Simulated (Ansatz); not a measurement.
Structures of equal composition on the (111) surface of fcc Ni, ferromagnetic: a layer of Sn in place of the second plane; a layer of Sn in place of the third plane. The slabs share one bottom face, and each structure is named by its start. These are constructed structures in small cells; real faces may alloy, dewet or reconstruct in larger ones, and not all known structures of the face are among them. Slabs of about 10 Å with all that they carry, Fermi-Dirac smearing of 0.1 eV. Bottom of the slabs: a bare face, its two planes held. Relaxed from the named starts with such symmetry as they have, on meshes of like density; energies extrapolated to zero smearing; no spin-orbit coupling, no U. Spin-polarised runs, if any, are marked in brackets, and their order is one that fits the cell; the others ran without spin. Where a second, spin-polarised start was run, the lower counts.

Level of theory: PBE (plane waves to 420 eV, PAW; Ansatz, a first-principles code).

Q: Rank these by energy per 1x1 cell (lowest first), as PBE gives it.

A: a layer of Sn in place of the second plane (0.000 eV [spin, 2.2 μB a cell]), a layer of Sn in place of the third plane (0.120 eV [spin, 2.6 μB a cell])
